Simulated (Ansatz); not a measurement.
The starting structures come from a database of crystals and need not be the phases stable at ambient conditions.

The decay constant κ of evanescent states in the gap governs leakage through a thin film.

Input:

```
CELL_PARAMETERS angstrom
      3.99664     0.00000     0.00000
     -1.99832     3.46119     0.00000
      0.00000     0.00000     6.38917
ATOMIC_POSITIONS crystal
  Be 0.66667 0.33333 0.50043
  Be 0.33333 0.66667 0.00043
  Te 0.66667 0.33333 0.87457
  Te 0.33333 0.66667 0.37457
```

Space group of this cell: P6_3mc, wurtzite. The cell is strained (lengths along the current scaled by 0.97, ions clamped); by r2SCAN its mean pressure is 1.6 GPa.

Transport runs along the normal of the first two printed cell vectors, the (001) (indices of the unstrained crystal) plane of the conventional cell.

No gap correction and no spin-orbit coupling; mid-gap values are interpolated between computed energies.

**Question.** Compute, with r2SCAN in Ansatz (a quantum-chemistry and plane-wave program), the band gap and the smallest decay constant κ at mid-gap.

**Answer.** Gap 2.43 eV on a 12×12×6 mesh; κ = 0.183 1/Å, at the zone centre.
